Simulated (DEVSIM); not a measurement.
Device: InP/In0.53Ga0.47As n-p heterojunction, at 300 K.

```csv
layer (left to right),material,thickness (μm),Nd (cm⁻³),Na (cm⁻³),τn (s),τp (s)
1,InP,0.160,4.1e16,-,4.7e-9,4.7e-9
2,In0.53Ga0.47As,0.250,-,2.7e17,4.7e-9,4.7e-9
```

Left contact: ohmic. Right contact: ohmic. Voltage is applied to the left contact. Recombination: SRH at mid-gap, radiative, Auger. Mobility is μmin + (μ − μmin)/(1 + (N/Nref)^α).

The device is made up for the run: typed textbook-type constants, with dimensions and the other settings drawn at random. Values at 300 K.

| parameter | InP | In0.53Ga0.47As |
|---|---|---|
| gap (eV) | 1.344 | 0.74 |
| affinity (eV) | 4.38 | 4.51 |
| permittivity | 12.5 | 13.9 |
| Nc (cm⁻³) | 5.7e17 | 2.1e17 |
| Nv (cm⁻³) | 1.1e19 | 7.7e18 |
| μn (cm²/Vs) | 5200 | 12000 |
| μp (cm²/Vs) | 170 | 300 |
| μn,min | 400 | 300 |
| μp,min | 10 | 10 |
| Nref,n | 3e17 | 1.3e17 |
| Nref,p | 4.9e17 | 4.9e17 |
| αn | 0.47 | 0.48 |
| αp | 0.62 | 0.4 |
| B (cm³/s) | 1.2e-10 | 9.6e-11 |
| Cn (cm⁶/s) | 9e-31 | 5e-29 |
| Cp (cm⁶/s) | 9e-31 | 5e-29 |

Model (solved in DEVSIM): 1D drift-diffusion, Boltzmann statistics, complete ionisation; no tunnelling, impact ionisation, image-force lowering or self-heating. Band offsets follow the typed affinities; no thermionic-emission limit at abrupt steps, no polarisation charge.

Base results: dark forward voltage at 1 A/cm² (V) 0.342; largest field in the device at zero bias (V/cm) 83000; potential step across the device at zero bias (V) 0.715; dark forward voltage at 100 A/cm² (V) 0.466.

### Question
What follows from this one change: thickness of layer 2 0.25 → 0.75 μm?

### Answer
dark forward voltage at 1 A/cm² 0.342 → 0.370 V; largest field in the device at zero bias little changed (83000 V/cm); potential step across the device at zero bias little changed (0.715 V); dark forward voltage at 100 A/cm² 0.466 → 0.491 V.

### Question
What follows from this one change: constant mobility in place of the doping-dependent one?

### Answer
dark forward voltage at 1 A/cm² 0.342 → 0.322 V; largest field in the device at zero bias little changed (83000 V/cm); potential step across the device at zero bias little changed (0.715 V); dark forward voltage at 100 A/cm² 0.466 → 0.447 V.
